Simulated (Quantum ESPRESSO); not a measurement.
Worked example: self-consistent single point of KI (Fm-3m, 2 atoms in the cell) in Quantum ESPRESSO.

Method of the run: PBE, PseudoDojo standard norm-conserving (PBE) pseudopotentials (plane waves; Quantum ESPRESSO).

The change in words: lattice scaled by 0.98. Reference geometry:
```xyz
2
Lattice="0.0000 3.5350 3.5350 3.5350 0.0000 3.5350 3.5350 3.5350 0.0000" Properties=species:S:1:pos:R:3 pbc="T T T"
K      0.0000     0.0000     0.0000
I      3.5350     3.5350     3.5350
```

Reference input (self-consistent single point, DFT, PBE, plane waves, PseudoDojo standard norm-conserving (PBE) pseudopotentials): ecutwfc = 75 Ry; occupations = smearing; smearing = fd; degauss = 0.0036749 Ry; potentials = {K: K.upf, I: I.upf}; K_POINTS = automatic 4 4 4 0 0 0; conv_thr = 1e-10 Ry; mixing_beta = 0.5. This run's input differs from it in these lines:

```diff
@@ -11,3 +11,3 @@
     ibrav = 0
-    celldm(1) = 9.44720377
+    celldm(1) = 9.25825970
     nat = 2
```

Output, abridged:

```
     Self-consistent Calculation

     iteration #  1     ecut=    75.00 Ry     beta= 0.50

---- Real-time Memory Report at c_bands before calling an iterative solver
            75 MiB given to the printing process from OS
            44 MiB allocation reported by mallinfo(arena+hblkhd)
------------------

     Threshold (ethr) on eigenvalues was too large:
     Diagonalizing with lowered threshold

---- Real-time Memory Report at c_bands before calling an iterative solver
            81 MiB given to the printing process from OS
            46 MiB allocation reported by mallinfo(arena+hblkhd)
------------------

   [... lines left out ...]

---- Real-time Memory Report at c_bands before calling an iterative solver
           106 MiB given to the printing process from OS
            67 MiB allocation reported by mallinfo(arena+hblkhd)
------------------

     total energy              =     -86.20422677 Ry
     estimated scf accuracy    <          2.0E-09 Ry

     iteration #  9     ecut=    75.00 Ry     beta= 0.50

---- Real-time Memory Report at c_bands before calling an iterative solver
           107 MiB given to the printing process from OS
            69 MiB allocation reported by mallinfo(arena+hblkhd)
------------------
     End of self-consistent calculation

     the Fermi energy is     4.0150 ev

!    total energy              =     -86.20422677 Ry
     estimated scf accuracy    <          8.0E-12 Ry
     smearing contrib. (-TS)   =       0.00000000 Ry
     internal energy E=F+TS    =     -86.20422677 Ry

     convergence has been achieved in   9 iterations

     Forces acting on atoms (cartesian axes, Ry/au):

     atom    1 type  1   force =    -0.00000000   -0.00000000    0.00000000
     atom    2 type  2   force =     0.00000000    0.00000000   -0.00000000

     Total force =     0.000000     Total SCF correction =     0.000000

          total   stress  (Ry/bohr**3)                   (kbar)     P=       14.77
   0.00010040   0.00000000   0.00000000           14.77        0.00        0.00
   0.00000000   0.00010040  -0.00000000            0.00       14.77       -0.00
   0.00000000   0.00000000   0.00010040            0.00        0.00       14.77

   JOB DONE.
```

The run converged in 9 iterations. Against the reference run the free energy goes up by 16.1 meV/atom, the pressure goes from 0.56 to 1.48 GPa and the gap on the mesh goes from 3.955 to 4.101 eV.

The starting cell has typed, rounded lattice constants, without a prior relaxation at this level. For this run, on top of that: lattice scaled by 0.98. Spin-orbit coupling is off.
